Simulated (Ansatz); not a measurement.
The reference is WC (space group P-6m2, No. 187; a = 2.922 Å, c = 2.846 Å; relaxed with 0.1 eV smearing). Axes: x lies along a and z along c of the hexagonal cell.

Computed with plane-wave PAW DFT at the PBE level (Ansatz, a first-principles code, 420 eV), spin-orbit coupling left out.

Strains are applied to the cell and any free atomic positions relax; under biaxial strain the out-of-plane vector relaxes too.

One change was made to it. Results:

The pressure (mean of the normal stresses, compression positive) goes from zero to -18.0 GPa; the band gap remains zero.

**Question.** Which change produced these results?
(A) biaxial strain −2.07 %, plane normal [001], relaxed out of plane
(B) biaxial strain +2.36 %, plane normal [001], relaxed out of plane
(C) isotropic strain +1.75 %

**Answer.** C, isotropic strain +1.75 %. For comparison, the pressure in the other runs: biaxial strain −2.07 %, plane normal [001], relaxed out of plane gives 13.1 GPa; biaxial strain +2.36 %, plane normal [001], relaxed out of plane gives -12.2 GPa.

No phonon test of stability was made. All final runs are without spin polarisation.
